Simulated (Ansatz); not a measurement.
# CdSe: energy against strain

CdSe (zinc blende, F-43m, 27.101 Å³/atom at rest) under an equal strain ε in the (001) plane with the normal axis free, as in a coherent film. LDA in Ansatz, a plane-wave DFT program (PAW, default set), 420 eV, 10×10×10 Γ-centred mesh, Fermi-Dirac smearing 0.05 eV; ions are relaxed within the symmetry of each cell.

Here s stands for strain and y for E less E0.

```csv
strain (%),E less E0 (meV/atom)
-1.50,1.81
-1.00,0.80
-0.50,0.20
0.00,0.00
0.50,0.19
1.00,0.76
1.50,1.69
3.00,?
```

Q: Fit y against s with a parabola, and predict the withheld value at s = 3.00.

A: Least squares gives y = 0.001 - 0.0321·s + 0.7776·s². Residuals (row less fit): 0.011, -0.011, -0.011, -0.001, 0.011, 0.014, -0.012; standard error 0.014 (degrees of freedom: 4). Twice the quadratic coefficient over the volume, 2 × 0.7776 meV × 10⁴ × 0.1602 / 27.101 Å³, is twice the biaxial elastic modulus of this plane = 92 ± 0.7 GPa. At the withheld row, y = 0.001 - 0.0321 × 3.0 + 0.7776 × 3.0² = 6.903 meV/atom. The calculation gives 6.57 meV/atom, 0.333 meV/atom below the prediction (5.1 % of the range of y in the table). The row lies outside the fitted rows, so this is an extrapolation. From the scatter of the fitted rows alone, a prediction at this place has a standard error of 0.055 meV/atom, so the miss is 6.1 times that.

One order more, fitted to all 13 runs of the series, follows each within 0.01, so the miss is the next term of a smooth law. CdSe stands in this structure, whereas wurtzite is the usual form. Rows are the converged runs of the series near zero and its far end; series whose fitted rows scatter by over a few per cent of the range, as at a crossing or softening among them, aren't shown in this form. Most that stay on the fit to the last digits aren't either.
